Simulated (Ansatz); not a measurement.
The starting structures come from a database of crystals and need not be the phases stable at ambient conditions.

Where the default PAW files enter, the runs use the earlier of Ansatz's two default sets.

Tunnelling through a barrier is set by its complex band structure: the current falls as exp(−2κd) with the smallest κ.

Consider the following.

```
CELL_PARAMETERS angstrom
      3.65429     0.00000     0.00000
      0.00000     5.16794     0.00000
      1.82714    -2.58397     1.82714
ATOMIC_POSITIONS crystal
  Be 0.00000 0.00000 0.00000
  Se 0.50000 0.25000 0.00000
```

Space group of this cell: F-43m, zinc blende. The cell is taken as given; by PBEsol its mean pressure is -1.7 GPa.

Transport runs along the normal of the first two printed cell vectors, the (110) plane of the conventional cell.

The gap is the functional's own, uncorrected, and κ follows it; spin-orbit coupling is left out. Mid-gap means the computed energy nearest the middle.

Question: Give the band gap and the smallest decay constant κ at mid-gap that PBEsol in Ansatz (a first-principles code) yields.

Answer: Gap 2.52 eV on a 16×16×16 mesh; κ = 0.189 1/Å, at the zone centre.
